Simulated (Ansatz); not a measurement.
The reference is Cu in the fcc (Cu type) structure (space group Fm-3m, No. 225; a = 3.564 Å; relaxed with 0.1 eV smearing).

Level of theory: DFT with PBEsol, PAW potentials and a 420 eV plane-wave cutoff in Ansatz (an electronic-structure program), no SOC.

For the base:

```
Item        Value
--------  -------
Pressure  0.0 GPa
```

It is then changed as follows: every lattice vector is stretched by 1.50 %, atoms relaxed at fixed cell.

Predict the new pressure.

The pressure goes from zero to -6.7 GPa.

What does the calculation give for the energy relative to the base after the change?

The energy goes up by 11 meV/atom.

The cells carry an imposed strain or load. Stability against distortions was not tested. The final runs are not spin-polarised.
